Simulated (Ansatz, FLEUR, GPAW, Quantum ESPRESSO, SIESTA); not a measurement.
**Code comparison for FePt (P4/mmm, 2 atoms in the cell)**

Self-consistent single point, at a second geometry (lattice scaled by 0.98). First geometry:

```
FePt
1.0
    2.79374     0.00000     0.00000
    0.00000     2.79374     0.00000
    0.00000     0.00000     3.82743
Fe Pt
1 1
Cartesian
  0.00000   0.00000   0.00000
  1.39687   1.39687   1.91372
```
Moments meant for the start (each program seeds them in its own way; μB, in the order of the atoms Fe Pt): 4.0 1.0.

Shared settings, as Ansatz (an electronic-structure program) writes them: kpoints.mp_grid.grid = 12 12 9; scf.occupations.method = fermi_dirac; scf.occupations.width = 0.136 eV. Potentials and cutoffs stand in the table.

```
code                                                                                                                                model  ΔF from the first geometry (meV/atom)  pressure (GPa)  size of the net moment (μB/atom)         cutoff
----------------  -----------------------------------------------------------------------------------------------------------------------  -------------------------------------  --------------  --------------------------------  -------------
Quantum ESPRESSO                                                                           PBE, GBRV 1.5 ultrasoft (PBE) pseudopotentials                                  -30.3           -0.20                              1.68          50 Ry
Ansatz                                                                                                                     PBE, PAW files                                  -31.2           -0.32                              1.66         420 eV
FLEUR                                                                        PBE, all-electron FLAPW (FLEUR), scalar-relativistic valence                                  -30.0               –                              1.66  Kmax 4 1/bohr
SIESTA            GGA PBE, numerical atomic orbitals DZP, PseudoDojo PBE standard norm-conserving potentials (rewritten from UPF to PSML)                                  -33.9           -0.76                              1.70    grid 300 Ry
GPAW                                                                                         PBE, GPAW PAW datasets PBE (gpaw-data 1.0.1)                                  -27.5            0.18                              1.66         800 eV
```

A dash marks a value that a program does not give, or that is left out as unsure.

On Ansatz's run: spin-orbit coupling is off. The magnetic order is the one reached from the typed start; others were not searched systematically.

The spread over the programs that give each value: ΔF from the first geometry within 6.4 meV/atom; pressure within 0.94 GPa; size of the net moment within 0.04 μB/atom.

SIESTA uses small atom-centred bases, whose incompleteness enters pressures, forces and empty levels differently from a plane-wave cutoff. FLEUR treats all electrons, but the usual bases taken here (sphere radii, linearisation, local orbitals, empty states) were not tested for convergence, so the values are no reference for the others. Ansatz's pressure is given at a fixed set of plane waves, as the other plane-wave codes print theirs; with its correction for the finite basis it is -0.20 GPa.

The starting cell comes from a database of computed structures (which also holds hypothetical and non-ambient phases and stackings), without a prior relaxation at this level. Its lattice was rescaled by a random factor within 2.5 % of one. For this run, on top of that: lattice scaled by 0.98.

Keys are those of Ansatz 0.2.
